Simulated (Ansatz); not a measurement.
**Seebeck coefficient of p-type C (Fd-3m) against temperature**

C (Fd-3m), p-type; conventional cell a = 3.554 Å, b = 3.554 Å, c = 3.554 Å, α = 90.00°, β = 90.00°, γ = 90.00°. Computed with r2SCAN, rigid bands (plane waves, PAW, scalar-relativistic; Ansatz, a first-principles code). Geometry: cell and atoms relaxed with PBEsol. Sums run over bands interpolated from the self-consistent mesh; computed gap 4.38 eV. |S| is the size of the Seebeck coefficient, averaged over directions. The hole density is held at 1e18 cm⁻³, under a fifth of N_v and over ten times the intrinsic density in every row, and the structure is held as it is at all temperatures.

Here T stands for T and |S| for |S|.

| T (K) | |S| (μV/K) |
|---|---|
| 300 | 524 |
| 400 | 561 |
| 500 | 590 |
| 600 | 613 |
| 800 | 651 |
| 1000 | ? |

Fit |S| of the 5 rows that show it with a straight line in ln T. With u = ln T - 6.20, the rows have u = -0.49622, -0.20854, 0.01461, 0.19693, 0.48461. Means: u -0.0017220, |S| 587.8. About the means, the sum of products is 72.870 and the sum of squares of u is 0.56355; the slope is their ratio. Least squares gives |S| = 588.0 + 129.3·u. Residuals (row less fit): 0.2, 0.0, 0.1, -0.5, 0.3; standard error 0.4 (degrees of freedom: 3). With one parabolic band N_v grows as T^(3/2), which gives a slope of (3/2)·k_B/e = 129 μV/K; the fit has 129.

Problem. Predict the withheld |S| at T = 1000 from the fit, and compare with the calculation.

Solution. u = 0.70776, so |S| = 588.0 + 129.3 × 0.70776 = 679.5 μV/K. The calculation gives 680 μV/K, which the fit meets to the printed digits. The row lies outside the fitted rows, so this is an extrapolation. From the scatter of the fitted rows alone, a prediction at this place has a standard error of 0.5 μV/K, so the miss is 1.0 times that.

Series that bend far from this form aren't tabulated. Rigid bands with a gap fixed in temperature, one relaxation time for all states and one kind of carrier; polarons and phonon drag are left out, and so is whether such doping can be reached. Spin-orbit coupling is left out.
